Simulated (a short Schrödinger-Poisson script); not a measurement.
Structure: MOS inversion layer, Al2O3 on p-type In0.53Ga0.47As, at 300 K.

| layer | material | thickness (nm) | Na (cm⁻³) |
|---|---|---|---|
| 1 | Al2O3 | 4.6 | - |
| 2 | In0.53Ga0.47As | 350 | 1.3e18 |

The device is made up for the run: typed textbook-type constants, with dimensions and the other settings drawn at random. Al2O3: permittivity 9, conduction-band edge (eV) 3.16, gap (eV) 6.8, electron mass (mₑ) 0.3. In0.53Ga0.47As: permittivity 13.9, conduction-band edge (eV) 0, gap (eV) 0.74, Nv at 300 K (cm⁻³) 7.7e18.

Channel valleys (confinement mass, in-plane density-of-states mass, number): Γ 0.041, 0.041, 1. At the gate the conduction-band edge of layer 1 lies 3.34 eV − eVg above the Fermi level of the channel; the field vanishes at the back. Gaps are held at their typed values at every temperature. Mesh 0.03 nm at interfaces.

From a short Schrödinger-Poisson script (our own, NumPy): 1D Poisson equation in equilibrium, electrons quantum, Hartree (BenDaniel-Duke, 12 states a valley, the channel's in-plane mass for all, wave functions free to enter the dielectric), parabolic valleys, classical holes, full ionisation, no traps, pinning or gate leakage.

Task: List the lowest subbands of each valley and their electrons at Vg = 2 V.

Result: 
```
valley  subband  energy from the Fermi level (meV)  electrons (cm⁻²)  share (%)
------  -------  ---------------------------------  ----------------  ---------
Γ             0                             -344.4           5.90e12       89.0
Γ             1                              -36.9           7.27e11       11.0
Γ             2                              164.9            7.52e8        0.0
```

All electrons: 6.63e12 cm⁻². Above a few 1e12 electrons/cm² a light Γ valley is non-parabolic and upper valleys begin to fill, which the model leaves out.
